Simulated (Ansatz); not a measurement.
Model glasses of amorphous InGaZnO4, 65 to 68 atoms (In9Ga9Zn9O36 before any change). Each row is one cell at a composition chosen by hand, melted whole on the CHGNet potential with the anions pushed apart under 1.9 Å, quenched within some picoseconds, far faster than a real film, and relaxed with PBE, scalar-relativistic without spin-orbit coupling (plane waves to 420 eV, PAW; Ansatz, a quantum-chemistry and plane-wave program). Each is the lower in DFT energy of 2 quenches. Cycles of charging and discharging were tried on the cells ahead of these points, and a cell that came back lower was taken. The column on the box says what of it was relaxed with the atoms; held means as the quench left it. Cells that kept moments or hold spare charge are left out.

Formal charges balance in every cell, with the guest at the charge named. Neighbours are the O atoms within a cut-off of 1.2 times the sum of covalent radii (1.1 times for Mo, Ti); the radius is Shannon's ionic radius for that charge at the coordination found, taken on a straight line between listed coordinations where the table lacks it, averaged where a cell holds several guest atoms. The coordination is that of the cell taken. The cells ran without spin polarisation.

| guest | change of the cell | box | cut-off (Å) | O neighbours | ionic radius (Å) | mean guest-O distance (Å) |
|---|---|---|---|---|---|---|
| B3+ | +2 B, +3 O | shape | 1.80 | 3, 3 | 0.01 | 1.38 |
| Mo6+ | +1 Mo, +3 O | shape | 2.42 | 5 | 0.50 | 1.87 |
| Ti4+ | +2 O, +1 Ti | shape | 2.49 | 6 | 0.60 | 2.01 |
| Sn4+ | +2 O, +1 Sn | volume and shape | 2.46 | 6 | 0.69 | withheld |
| Ag1+ | +2 Ag, +1 O | shape | 2.53 | 3, 2 | 0.75 | 2.21 |
| Ca2+ | +1 Ca, +1 O | shape | 2.90 | 6 | 1.00 | 2.40 |
| K1+ | +2 K, +1 O | shape | 3.23 | 5, 5 | 1.38 | 2.76 |

Task: Fit a straight line of the last column on the one before it through the 6 full rows, and predict the withheld value for Sn4+.

Result: Means: x = 0.707, y = 2.105. Slope = Σ(Δx Δy) / Σ(Δx²) = 1.0959 / 1.0807 = 1.014; intercept = 2.105 − (1.014) × 0.707 = 1.388 Å; r.m.s. residual 0.031 Å. Prediction: 1.388 + (1.014) × 0.69 = 2.09 Å. The run gave 2.10 Å, a miss of 0.01 Å, within the residual.

Task: What would hard spheres give for this line?

Result: A slope of 1 and an intercept at the radius of O2−, 1.35 Å for two neighbours to 1.40 Å for six in Shannon's table; the fit has 1.014 and 1.388 Å.
